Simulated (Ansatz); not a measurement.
We consider SiO₂ (P4₁2₁2, No. 92), described by PBE0 (Ansatz, a quantum-chemistry and plane-wave program, plane waves, PAW).

Settings: plane-wave cutoff 460 eV, 6×6×4 k mesh (along the axes of the cell as run), Fermi–Dirac smearing 0.01 eV, scalar-relativistic PAW data made under PBE.

Cell (measured lattice):

Space group P4₁2₁2 (No. 92); a = b = 4.957 Å, c = 6.890 Å, α = β = γ = 90.00°

| atom | site | symmetry | x | y | z |
|---|---|---|---|---|---|
| Si | 4a | ..2 | 0.3047 | 0.3047 | 0.0000 |
| O | 8b | 1 | 0.2381 | 0.1109 | 0.1826 |

Estimate the band gap that the calculation returns.


* **band gap**: 8.32 eV (on the SCF k mesh) (direct)

Note: cell and atoms aren't relaxed at this level (largest force component 0.31 eV/Å, pressure 1.2 GPa).

Static lattice: no zero-point or thermal effects.

The result took about 10 core-minutes (a rough figure).
